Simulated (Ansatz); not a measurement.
# Fluorite NiSi2

Method: PBE (Ansatz, a quantum-chemistry and plane-wave program, PAW).

Numerical settings: plane-wave cutoff 500 eV, 12×12×12 k mesh, Fermi–Dirac smearing 0.05 eV, no spin polarisation, scalar-relativistic PAW data made under PBE.

Cell: relaxed at this level.

| Quantity | Result |
|---|---|
| volume per atom | 13.44 Å³/atom |
| lattice parameter a | 5.444 Å |

Measured, for comparison: equilibrium volume per atom 13.17 Å³/atom, lattice constant a 5.406 Å (temperature not stated, no zero-point or thermal correction; as tabulated in Wikipedia's data pages). Computed (rounded) less measured: equilibrium volume per atom +2.1 %, lattice constant a +0.7 %.

The result took about 40 core-seconds (a rough figure).
